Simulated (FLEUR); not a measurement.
Band structure of LuNi4Sn (F-43m, 6 atoms in the cell).

```xyz
6
Lattice="0.0000 3.4822 3.4822 3.4822 0.0000 3.4822 3.4822 3.4822 0.0000" Properties=species:S:1:pos:R:3 pbc="T T T"
Lu     0.0000     0.0000     0.0000
Ni     4.3513     4.3513     4.3513
Ni     4.3513     2.6131     2.6131
Ni     2.6131     2.6131     4.3513
Ni     2.6131     4.3513     2.6131
Sn     1.7411     1.7411     1.7411
```

Method: LDA (Perdew-Zunger), all-electron FLAPW (FLEUR), scalar-relativistic valence run with FLEUR.

Settings: Kmax = 3.8 1/bohr; GmaxXC = 11.4 1/bohr; xcFunctional = pz; jspins = 1; l_soc = F; mode = hist; fermiSmearingEnergy = 0.00499791 Htr; mesh (inpgen div1-3) = 6 6 6; inpgen gamma flag = true; Gmax = 11.4 1/bohr; numbands = 0; maxIterBroyd = 15; imix = Anderson; alpha = 0.05.

The starting cell comes from a database of computed structures (which also holds hypothetical and non-ambient phases and stackings), without a prior relaxation at this level. Its lattice was rescaled by a random factor within 2.5 % of one. Spin-orbit coupling is off. Spin polarisation is off. Values depend on the basis (sphere radii, cutoffs, local orbitals), which need not be converged.

Levels in eV from the Fermi level, bands 48 to 55:
```tsv
point	48	49	50	51	52	53	54	55
Γ	-0.72	-0.72	-0.56	0.05	0.05	0.05	0.67	0.67
X	-0.88	-0.88	-0.87	-0.82	0.35	0.55	0.55	2.95
W	-1.23	-0.66	-0.64	-0.63	-0.34	0.57	2.13	2.34
K	-1.02	-0.80	-0.70	-0.63	-0.23	0.50	1.67	2.50
L	-0.81	-0.81	-0.06	0.05	0.06	0.06	1.41	2.22
U	-1.02	-0.80	-0.70	-0.63	-0.23	0.50	1.67	2.50
```
